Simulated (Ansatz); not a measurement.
**Mg on the 1x1 (110) surface of bcc W, one in a 2x2 cell, started at the site 'bridge W-W (span 2.8 Å)'**

Method: PBE (plane waves to 420 eV, PAW; Ansatz, a quantum-chemistry and plane-wave program).

Model: 17-atom slab, 6.6 Å thick at the start under the adsorbate (thin: gaps and levels are the slab's own), 6x6x1 mesh, Fermi-Dirac 0.1 eV, dipole correction, 8 atoms held, the rest relaxed; start symmetry kept, larger cells not searched; no spin, no spin-orbit, no U, no dispersion correction. At the end it is bonded to 2 W. In PBE this state lies 0.25 eV over the lowest of the starts that converged ('bridge W-W (span 3.2 Å)').

- adsorption energy against an atom of hcp Mg = -0.14 eV
- work function of the top face = 3.00 eV
- change of the work function = -1.82 eV
- change of the step from the bottom to the top vacuum level, against the clean slab = -1.81 eV
- energy released by relaxation = 0.22 eV
- height of the binding atom over the mean of the host atoms within 0.3 Å of the top one = 2.410 Å
- nearest host atoms of the binding atom = W at 2.79 Å, W at 2.79 Å, W at 3.57 Å
- largest move of a host atom = 0.03 Å
- cost = very roughly 14 core-minutes

A negative adsorption energy means that the adsorbate is more stable on the surface than in its reference.
